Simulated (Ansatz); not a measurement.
The parent structure is TiAl (space group P4/mmm, No. 123; a = 2.8129 Å, c = 4.0584 Å). Axes: x, y, z lie along a, b, c of the conventional cell.

Level of theory: r2SCAN/PAW in Ansatz (a quantum-chemistry and plane-wave program), spin-orbit coupling left out.

Base values:

```
Quantity            Value
---------------  --------
Volume per atom  16.06 Å³
Pressure          0.0 GPa
```

Modification: tensile biaxial strain of 3.37 % in the plane normal to [001], as in epitaxy on a mismatched substrate; the out-of-plane cell vector and the atoms relax.

How does this affect the volume per atom?

The volume per atom rises by 0.486 Å³ (16.06 Å³ → 16.54 Å³).

How does this affect the pressure?

The pressure (mean of the normal stresses, compression positive) goes from zero to -3.5 GPa.

Without a gap, meshes like the base's 16×16×12 leave anisotropic stresses uncertain by several tenths of a GPa, and small strain energies with them. No phonon test of stability was made. The final runs are not spin-polarised.
